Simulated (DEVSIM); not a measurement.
Structure: TaN/SiON/n-Si capacitor, at 300 K.

| layer (left to right) | material | thickness (nm) | Nd (cm⁻³) |
|---|---|---|---|
| 1 | SiON | 22.0 | - |
| 2 | Si | 9900 | 3.4e15 |

Metal gate on the left, work function 4.4 eV. Fixed charge at the semiconductor interface -2.3e11 cm⁻² (in units of +e); no interface traps.

This is a model device: material constants are rounded textbook-type values typed into the input, and sizes, dopings and lifetimes were drawn at random. Values at 300 K; Nc and Nv go as T^1.5, mobilities as T to minus their exponent, the gap by Varshni's rule with the affinity fixed.

| parameter | SiON | Si |
|---|---|---|
| gap (eV) | 7 | 1.124 |
| affinity (eV) | 1.4 | 4.05 |
| permittivity | 5.5 | 11.7 |
| Nc (cm⁻³) | - | 2.86e19 |
| Nv (cm⁻³) | - | 3.1e19 |
| Varshni α (eV/K) | - | 0.000473 |
| Varshni β (K) | - | 636 |

Model (solved in DEVSIM): 1D Poisson equation in equilibrium, Boltzmann statistics, complete ionisation; no quantum confinement or tunnelling. Metal contacts follow the ideal Schottky-Mott rule: no Fermi-level pinning, no interface dipoles.

The temperature was swept, all else fixed.

| temperature (K) | flat-band voltage (V) | threshold voltage (band bending 2φF) (V) | minimum of the low-frequency capacitance (μF/cm²) |
|---|---|---|---|
| 250 | 0.33 | -0.56 | 0.0199 |
| 300 | 0.28 | -0.49 | 0.0213 |
| 350 | 0.24 | -0.42 | 0.0240 |
| 400 | 0.19 | -0.35 | 0.0285 |
| 450 | 0.14 | -0.27 | 0.0349 |
| 500 | 0.09 | -0.19 | 0.0461 |

From the first row to the last the flat-band voltage goes from 0.33 to 0.09. From the first row to the last the threshold voltage (band bending 2φF) goes from -0.56 to -0.19.
